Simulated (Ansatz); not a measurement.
**What isotropic strain +0.50 % does to C**

The parent structure is C in the diamond structure (space group Fd-3m, No. 227; a = 3.532 Å).

Modification: every lattice vector is stretched by 0.50 %, atoms relaxed at fixed cell.

Computed with DFT with LDA, PAW potentials and a 420 eV plane-wave cutoff in Ansatz (an electronic-structure program), no spin-orbit coupling. k-mesh 16×16×16 (Γ-centred); smearing 0.05 eV (Fermi–Dirac).

```json
[
 {"quantity": "volume per atom", "base": "5.51 Å³", "changed": "5.59 Å³", "shift": "+0.08 Å³"},
 {"quantity": "space group", "base": "Fd-3m (No. 227)", "changed": "Fd-3m (No. 227)", "shift": "–"},
 {"quantity": "energy relative to the base (free energy F)", "base": "0 meV/atom", "changed": "+1.8 meV/atom", "shift": "+1.8 meV/atom"},
 {"quantity": "pressure", "base": "0.00 GPa", "changed": "-6.81 GPa", "shift": "-6.805 GPa"},
 {"quantity": "band gap", "base": "4.17 eV", "changed": "4.14 eV", "shift": "-0.03 eV"},
 {"quantity": "gap character", "base": "indirect, Γ → Γ–X (71 % along)", "changed": "indirect, Γ → Γ–X (71 % along)", "shift": "–"},
 {"quantity": "electron mass", "base": "1.8 mₑ along k, 0.29 mₑ across (off the special points)", "changed": "1.7 mₑ along k, 0.29 mₑ across (off the special points)", "shift": "–"},
 {"quantity": "hole mass (degenerate bands, along [100])", "base": "0.29, 0.29, 0.55 mₑ (at Γ)", "changed": "0.29, 0.29, 0.54 mₑ (at Γ)", "shift": "–"}
]
```

Final structure:

```xyz
2
Lattice="0.0000 1.7747 1.7747 1.7747 0.0000 1.7747 1.7747 1.7747 0.0000" Properties=species:S:1:pos:R:3 pbc="T T T"
C      0.0000     0.0000     0.0000
C      0.8874     0.8874     0.8874
```

Cost of the whole job for the changed cell (relaxation, final SCF and bands): roughly 5 core-seconds.

Effective masses come from finite differences of ±0.01 Å⁻¹. Along k means along the line from Γ to the band edge. Stability against distortions was not tested.
